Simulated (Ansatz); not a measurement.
**A computed series for Ta2C: pressure series**

Consider Ta2C (space group P-3m1, No. 164; a = 3.095 Å, c = 4.922 Å).

Cell and atoms are relaxed at each pressure.

All numbers come from PBEsol (Ansatz, a program for electronic structure; PAW; 420 eV plane waves; spin-orbit coupling left out).

```tsv
P (GPa)	V (Å³/atom)
-1.99	13.710
-0.99	13.659
0.30	13.593
0.70	13.574
1.49	13.534
2.99	13.463
4.99	13.370
7.49	13.258
9.99	13.151
```

A third-order Birch–Murnaghan fit to these points gives V₀ = 13.61 Å³/atom, B₀ = 272 GPa and B₀′ = 4.3. At pressure 10 GPa the volume is 96.6 % of V₀.

Load acts through the strain it causes; cell and atoms are relaxed under it. Stability against distortions was not tested. No other phases were tried under pressure. The final runs are not spin-polarised.
